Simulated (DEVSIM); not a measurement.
System: Co/AlN/p-Si capacitor, at 250 K.

| layer (left to right) | material | thickness (nm) | Na (cm⁻³) |
|---|---|---|---|
| 1 | AlN | 19.0 | - |
| 2 | Si | 4700 | 1.5e16 |

Metal gate on the left, work function 5 eV. Fixed charge at the semiconductor interface -1.2e11 cm⁻² (in units of +e); no interface traps.

The device is made up for the run: typed textbook-type constants, with dimensions and the other settings drawn at random. Values at 300 K; Nc and Nv go as T^1.5, mobilities as T to minus their exponent, the gap by Varshni's rule with the affinity fixed.

```csv
parameter,AlN,Si
gap (eV),6.1,1.124
affinity (eV),1.9,4.05
permittivity,8.5,11.7
Nc (cm⁻³),-,2.86e19
Nv (cm⁻³),-,3.1e19
Varshni α (eV/K),-,0.000473
Varshni β (K),-,636
```

Simulated with DEVSIM: 1D Poisson equation in equilibrium, Boltzmann statistics, complete ionisation; no quantum confinement or tunnelling. Metal contacts follow the ideal Schottky-Mott rule: no Fermi-level pinning, no interface dipoles.

Problem. Tabulate band edges, carrier densities and field at 0.6 V on the gate.

Solution. Energies count from the Fermi level of the right contact; mesh points crowd at the junctions.

```
x (μm)    Ec (eV)  Ev (eV)  n (cm⁻³)  p (cm⁻³)  field (V/cm)
--------  -------  -------  --------  --------  ------------
0.000       2.500   -3.600     < 1e2     < 1e2         88000
0.001545    2.514   -3.587     < 1e2     < 1e2         88000
0.004705    2.541   -3.559     < 1e2     < 1e2         88000
0.01127     2.599   -3.501     < 1e2     < 1e2         88000
0.01712     2.650   -3.450     < 1e2     < 1e2         88000
0.01880     2.665   -3.435     < 1e2     < 1e2         88000
0.02020     0.522   -0.614     6.5e8   9800000         45000
0.02532     0.545   -0.591     2.3e8     2.8e7         44000
0.03590     0.590   -0.547     2.8e7     2.3e8         41000
0.06142     0.687   -0.449    300000    2.1e10         35000
0.1230      0.861   -0.275     < 1e2    6.6e13         21000
0.3507      0.977   -0.159     < 1e2    1.5e16            53
0.8211      0.978   -0.159     < 1e2    1.5e16           ≈ 0
1.892       0.978   -0.159     < 1e2    1.5e16           ≈ 0
3.810       0.978   -0.159     < 1e2    1.5e16           ≈ 0
4.330       0.978   -0.159     < 1e2    1.5e16           ≈ 0
4.559       0.978   -0.159     < 1e2    1.5e16           ≈ 0
4.653       0.978   -0.159     < 1e2    1.5e16           ≈ 0
4.699       0.978   -0.159     < 1e2    1.5e16           ≈ 0
4.711       0.978   -0.159     < 1e2    1.5e16           ≈ 0
4.716       0.978   -0.159     < 1e2    1.5e16           ≈ 0
4.719       0.978   -0.159     < 1e2    1.5e16           ≈ 0
```
